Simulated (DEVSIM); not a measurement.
Device: Si p+/n-/n+ power diode, at 300 K.

Layer 1 from the left is Si, thickness (μm) 0.760, Na (cm⁻³) 7.5e18, τn (s) 1.6e-5, τp (s) 1.6e-5. Layer 2 from the left is Si, thickness (μm) 4.00, Nd (cm⁻³) 5.1e14, τn (s) 1.6e-5, τp (s) 1.6e-5. Layer 3 from the left is Si, thickness (μm) 7.10, Nd (cm⁻³) 2.7e18, τn (s) 1.6e-5, τp (s) 1.6e-5.

Left contact: ohmic. Right contact: ohmic. Voltage is applied to the left contact. Recombination: SRH at mid-gap, radiative. Mobility is constant in doping.

This is a model device: material constants are rounded textbook-type values typed into the input, and sizes, dopings and lifetimes were drawn at random. Values at 300 K.

Si: gap (eV) 1.124, affinity (eV) 4.05, permittivity 11.7, Nc (cm⁻³) 2.86e19, Nv (cm⁻³) 3.1e19, μn (cm²/Vs) 1417, μp (cm²/Vs) 470, B (cm³/s) 4.7e-15.

Model (solved in DEVSIM): 1D drift-diffusion, Boltzmann statistics, complete ionisation; no tunnelling, impact ionisation, image-force lowering or self-heating.

What does the simulation give for the dark forward voltage at 100 A/cm², the dark forward voltage at 1 A/cm²?

dark forward voltage at 100 A/cm² 0.828 V; dark forward voltage at 1 A/cm² 0.707 V.
